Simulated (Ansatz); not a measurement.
# ZnSe: tensor shear ε_xy = −2.47 %

Start from ZnSe in the zinc blende structure (space group F-43m, No. 216; a = 5.6661 Å). Axes: x, y, z lie along the cube axes.

One thing is altered: tensor shear ε_xy = −2.47 % (engineering shear γ = -0.0494), atoms relaxed at fixed cell.

Calculations: r2SCAN (Ansatz, a program for electronic structure, PAW, no spin-orbit coupling), earlier PAW set. k-mesh 10×10×10 (Γ-centred); smearing 0.05 eV (Fermi–Dirac).

```tsv
quantity	base	changed	shift
volume per atom	22.74 Å³	22.72 Å³	-0.014 Å³
space group	F-43m (No. 216)	Imm2 (No. 44)	–
shortest interatomic distance	2.453 Å	2.442 Å	-0.0120 Å
energy relative to the base (free energy F)	0 meV/atom	+7.2 meV/atom	+7.2 meV/atom
pressure (mean of the normal stresses, compression positive)	0.00 GPa	0.03 GPa	+0.03 GPa
band gap	1.86 eV	1.68 eV	-0.18 eV
gap character	direct at Γ	direct at Γ	–
valence-band top at Γ (three highest levels, from the VBM)	0.00, 0.00, 0.00 eV	0.00, -0.17, -0.29 eV	–
valley order (the lowest conduction-band minima on the path, energy above the VBM, named in the base's zone)	Γ 1.86 eV; L along ⟨111⟩ 3.05 eV; X along ⟨100⟩ 3.34 eV	Γ 1.68 eV; L along [111] 2.70 eV; X along [001] 2.96 eV; L along [1-11] 3.09 eV	–
largest internal atomic displacement	–	0.024 Å	–
stress (xx, yy, zz, yz, xz, xy; compression positive)	–	(0.05, 0.05, -0.02, 0.00, 0.00, 2.05) GPa	–
```

Final structure:

```
CELL_PARAMETERS angstrom
     -0.06998     2.83304     2.83304
      2.83304    -0.06998     2.83304
      2.76306     2.76306     0.00000
ATOMIC_POSITIONS crystal
  Se 0.74580 0.74580 0.75420
  Zn 0.00420 0.00420 0.99580
```

Cost of the whole job for the changed cell (relaxation, final SCF and bands): very roughly 2.1 core-minutes.

The cells carry an imposed strain or load. Whether these cells are dynamically stable was not tested. k-point labels follow each cell's own Brillouin zone.
